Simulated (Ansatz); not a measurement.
The parent structure is BeS in the rock salt structure (space group Fm-3m, No. 225; a = 4.5900 Å; a hypothetical phase, not in the database extracts checked). Axes: x, y, z lie along the cube axes.

The change: compressive biaxial strain of 3.51 % in the plane normal to [001], as in epitaxy on a mismatched substrate; the out-of-plane cell vector and the atoms relax.

Levels (all Ansatz, a first-principles code, PAW): PBEsol (420 eV, no SOC); r2SCAN (500 eV, without spin-orbit coupling); HSE06 (420 eV, no SOC).

One geometry, relaxed with PBEsol, under each level:

```tsv
level	band gap	lowest conduction level above the VBM at special points	hole mass	pressure
PBEsol	0.62 eV	X 0.62 eV; M 1.39 eV; S 2.69 eV; S₀ 2.69 eV	0.36 mₑ out of plane, 0.60 mₑ in plane (at Γ)	6.43 GPa
r2SCAN	0.97 eV	X 0.97 eV; M 1.78 eV; S 3.19 eV; S₀ 3.19 eV	0.36 mₑ out of plane, 0.59 mₑ in plane (at Γ)	10.27 GPa
HSE06	(withheld)	(withheld)	–	–
```

Problem. Give the withheld HSE06 results.

Solution. 
- HSE06, band gap: 1.40 eV
- HSE06, lowest conduction level above the VBM at special points: X 1.40 eV; M 2.23 eV; S 3.65 eV; Γ 7.21 eV

Single points use the geometry relaxed with PBEsol. Their cutoffs differ, which shifts pressures a little. The hybrid gap comes from the SCF mesh plus the semilocal run's edge points and a few special points and is an upper bound. Effective masses come from finite differences of ±0.01 Å⁻¹. Whether these cells are dynamically stable was not tested. k-point labels follow each cell's own Brillouin zone.
